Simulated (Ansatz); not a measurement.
Defect: interstitial Zn in wurtzite AlN, charge state +2. All values below come from PBE, PAW (plane waves to 420 eV; Ansatz, a quantum-chemistry and plane-wave program).

Settings: 72 host sites, the relaxed PBE lattice, the Γ point alone, smearing 0.01 eV, spin-restricted, no image-charge correction. No zero-point or tunnelling terms. The charge state is imposed; whether it is stable for some Fermi level was not computed. Sites that were not tried may lie lower.

Barriers: single points on a 2×2×2 k-point mesh shifted by half a step along c at the bands' geometries (they differ from the bands' own by up to 0.07 eV, and are uncertain by about as much).

The step: a direct jump of one Zn atom. Atoms about the jump, Cartesian Å from the middle of the jump, before and after:

```
atom     x0     y0     z0     x1     y1     z1
----  -----  -----  -----  -----  -----  -----
Zn1    0.00   0.00   1.25   0.00   0.00  -1.25
N2     1.55   0.89  -0.41   1.56   0.90  -0.41
N3     0.00  -1.79  -0.41   0.00  -1.80  -0.41
N4    -1.55   0.89  -0.41  -1.56   0.90  -0.41
Al5    1.69  -0.98  -0.01   1.66  -0.96   0.30
Al6   -1.69  -0.97  -0.01  -1.66  -0.96   0.30
Al7    0.00   1.95  -0.01   0.00   1.92   0.30
N8     1.56  -0.90   2.09   1.57  -0.91   2.16
N9     0.00   1.80   2.09   0.00   1.81   2.16
N10   -1.56  -0.90   2.09  -1.57  -0.91   2.16
Al11   1.57   0.91  -2.36   1.69   0.97  -2.51
Al12   0.00  -1.82  -2.36   0.00  -1.95  -2.51
Al13  -1.57   0.91  -2.36  -1.69   0.97  -2.51
Al14   0.00  -1.92   2.80   0.00  -1.82   2.72
Al15   1.66   0.96   2.80   1.58   0.91   2.72
Al16  -1.66   0.96   2.80  -1.58   0.91   2.72
N17    0.00   1.82  -2.90   0.00   1.79  -2.91
N18    1.57  -0.91  -2.90   1.55  -0.90  -2.91
N19   -1.57  -0.91  -2.90  -1.55  -0.90  -2.91
```

Question: Where do these atoms stand at the saddle point, and how high is it?

Answer: 
```
atom      x      y      z
----  -----  -----  -----
Zn1    0.00   0.00   0.09
N2     1.60   0.91  -0.41
N3    -0.01  -1.83  -0.41
N4    -1.59   0.92  -0.41
Al5    1.86  -1.05   0.24
Al6   -1.85  -1.08   0.24
Al7   -0.02   2.14   0.24
N8     1.58  -0.91   2.09
N9     0.00   1.83   2.09
N10   -1.58  -0.91   2.09
Al11   1.58   0.91  -2.38
Al12   0.00  -1.82  -2.38
Al13  -1.58   0.91  -2.38
Al14   0.00  -1.83   2.70
Al15   1.58   0.92   2.71
Al16  -1.59   0.92   2.71
N17    0.00   1.81  -2.91
N18    1.56  -0.90  -2.91
N19   -1.57  -0.90  -2.91
```
It lies 1.73 eV above the start and 1.73 eV above the end. The saddle point's order was not checked, and it lies on a symmetry element of the cell, where a band can be held.
